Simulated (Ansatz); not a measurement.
The parent structure is YN in the rock salt structure (space group Fm-3m, No. 225).

```
CELL_PARAMETERS angstrom
      0.00000     2.44783     2.44783
      2.44783     0.00000     2.44783
      2.44783     2.44783     0.00000
ATOMIC_POSITIONS crystal
  N  0.00000 0.00000 0.00000
  Y  0.50000 0.50000 0.50000
```

Cartesian axes are those of the cell as printed.

Computed with r2SCAN (Ansatz, an electronic-structure program, PAW, scalar-relativistic without spin-orbit coupling).

Free-standing slabs (2 atom(s) a layer) normal to the z axis with 15 Å of vacuum; in-plane cell held at bulk.

One change was made to it. Results:

The gap character comes out as direct at Γ; the band gap goes up by 0.05 eV (0.58 eV → 0.63 eV); the valence-band top at Γ (three highest levels, from the VBM) goes from 0.00, 0.00, 0.00 eV to 0.00, 0.00, -1.47 eV.

What was done to the base?
(A) 2 layers
(B) 1 layer
(C) 7 layers
(D) 6 layers

B, 1 layer. For comparison, the band gap in the other runs: 7 layers gives 0.57 eV; 2 layers gives 1.05 eV; 6 layers gives 0.59 eV.

Whether these cells are dynamically stable was not tested. Labels are those of the standard path for the cell's own space group.
